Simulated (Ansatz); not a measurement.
**TiB2: stress against strain**

TiB2 (AlB2 type, P6/mmm, 8.371 Å³/atom at rest, c along z) under an equal strain ε in the (0001) plane with the normal axis free, as in a coherent film. PBEsol in Ansatz, a plane-wave DFT program (PAW, default set), 420 eV, 13×13×10 Γ-centred mesh, Fermi-Dirac smearing 0.05 eV; ions are relaxed within the symmetry of each cell. Stress is positive for a compressed cell.

Here s stands for strain and y for stress xx.

| strain (%) | stress xx (GPa) |
|---|---|
| -1.50 | 11.01 |
| -1.00 | 7.18 |
| -0.50 | 3.51 |
| 0.00 | 0.00 |
| 0.50 | -3.37 |
| 1.00 | -6.63 |
| 1.50 | -9.78 |
| 3.00 | ? |

Task: Fit y against s with a straight line, and predict the withheld value at s = 3.00.

Result: Means: s 0, y 0.274. About the means, the sum of products is -48.435 and the sum of squares of s is 7.0000; the slope is their ratio. Least squares gives y = 0.274 - 6.9193·s. Residuals (row less fit): 0.357, -0.013, -0.224, -0.274, -0.184, 0.015, 0.325; standard error 0.280 (degrees of freedom: 5). The slope gives the biaxial elastic modulus of this plane = 692 ± 11 GPa. At the withheld row, y = 0.274 - 6.9193 × 3.0 = -20.484 GPa. The calculation gives -18.65 GPa, 1.834 GPa above the prediction (6.2 % of the range of y in the table). The row lies outside the fitted rows, so this is an extrapolation. From the scatter of the fitted rows alone, a prediction at this place has a standard error of 0.437 GPa, so the miss is 4.2 times that.

One order more, fitted to all 13 runs of the series, follows each within 0.10, so the miss is the next term of a smooth law. In a metal these values are sensitive to mesh and smearing; energies are taken to zero smearing, stresses follow the free energy. Rows are the converged runs of the series near zero and its far end; series whose fitted rows scatter by over a few per cent of the range, as at a crossing or softening among them, aren't shown in this form. Most that stay on the fit to the last digits aren't either.
